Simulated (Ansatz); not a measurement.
**Cubic perovskite SrVO3**

Method: LDA (Ansatz, a program for electronic structure, plane waves, PAW).

Settings: plane-wave cutoff 500 eV, 10×10×10 k mesh, Fermi–Dirac smearing 0.05 eV, ferromagnetic start, scalar-relativistic PAW data made under PBE.

Cell (relaxed at this level):

```xyz
10
Lattice="0.0000 3.7728 3.7728 3.7728 0.0000 3.7728 3.7728 3.7728 0.0000" Properties=species:S:1:pos:R:3 pbc="T T T"
Sr     0.0000     0.0000     0.0000
Sr     3.7728     3.7728     3.7728
V      1.8864     1.8864     1.8864
V      5.6593     5.6593     5.6593
O      1.8864     1.8864     0.0000
O      1.8864     1.8864     3.7728
O      0.0000     1.8864     1.8864
O      3.7728     1.8864     1.8864
O      1.8864     0.0000     1.8864
O      1.8864     3.7728     1.8864
```

* **magnetic moment (largest site, within a sphere)**: 0.00 μB

Moments are spin moments.

Static lattice: no zero-point or thermal effects.

Computing time: about 7 core-minutes (a rough figure).
